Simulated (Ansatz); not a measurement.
## Carrier properties of CdS under load (space group P6_3mc)

Input:

```yaml
crystal:
  lattice:
    - [4.10800, 0.00000, 0.00000]
    - [-2.05400, 3.55763, 0.00000]
    - [0.00000, 0.00000, 6.79006]
  atoms:
    - { symbol: Cd, position: [0.33333, 0.66667, 0.00101] }
    - { symbol: Cd, position: [0.66667, 0.33333, 0.50101] }
    - { symbol: S, position: [0.33333, 0.66667, 0.37399] }
    - { symbol: S, position: [0.66667, 0.33333, 0.87399] }
```

Computed with r2SCAN with spin-orbit coupling, rigid bands (plane waves, PAW; Ansatz, an electronic-structure program). Condition of this run: uniaxial stress along c of -0.8 GPa (compression positive) (the target of the relaxation). Geometry: cell and atoms relaxed with PBEsol, then loaded as said.

```
Property                                                                                                                                                             Result
---------------------------------------------------------------------------------------------------------------------------------------  ----------------------------------
band gap                                                                                                                                                            1.64 eV
electron conductivity mass (300 K, dilute)                                                                                               0.178 (x), 0.178 (y), 0.159 (z) mₑ
hole conductivity mass (300 K, dilute)                                                                                                      1.07 (x), 1.07 (y), 1.64 (z) mₑ
effective density of states N_c (300 K)                                                                                                                         1.7e18 cm⁻³
effective density of states N_v (300 K)                                                                                                                         4.0e19 cm⁻³
density-of-states mass, electrons                                                                                                                                  0.168 mₑ
density-of-states mass, holes                                                                                                                                       1.37 mₑ
Seebeck coefficient, n-type 1e19 cm⁻³, 300 K                                                                                                                      -101 μV/K
best n-type power factor at 300 K for τ = 10 fs (best axis; densities from 1e16 to 1e21 cm⁻³ tried, whether or not they can be reached)        1.70 μW/(cm·K²) at 1e19 cm⁻³
Seebeck coefficient, p-type 1e19 cm⁻³, 300 K                                                                                                                       371 μV/K
```

Rigid bands; masses and Seebeck coefficients take one relaxation time τ for all states and one kind of carrier; polarons and phonon drag are left out. Geometry: cell and atoms relaxed with PBEsol.
